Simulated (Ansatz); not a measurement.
Take CdO in the rock salt structure (space group Fm-3m, No. 225; a = 4.768 Å) as the base.

Method: Kohn–Sham DFT with the PBE functional, run in Ansatz (a first-principles code) with PAW and 420 eV plane waves, no SOC.

Before the change:

```
Quantity   Result
--------  -------
Pressure  0.0 GPa
Band gap     zero
```

The change: the cell is scaled by 1.0098 in all directions, atoms relaxed at fixed cell.

Q: Predict the new energy relative to the base.

A: The energy rises by 4.4 meV/atom.

Q: How does this affect the pressure?

A: The pressure goes from zero to -3.4 GPa.

Q: What happens to the band gap?

A: The band gap is still zero.

The mesh was chosen for an insulator and is coarse for the gapless case. The cells carry an imposed strain or load. No phonon test of stability was made. The final runs are not spin-polarised. A zero or small gap of CdO can be the functional's error rather than a property of the material.
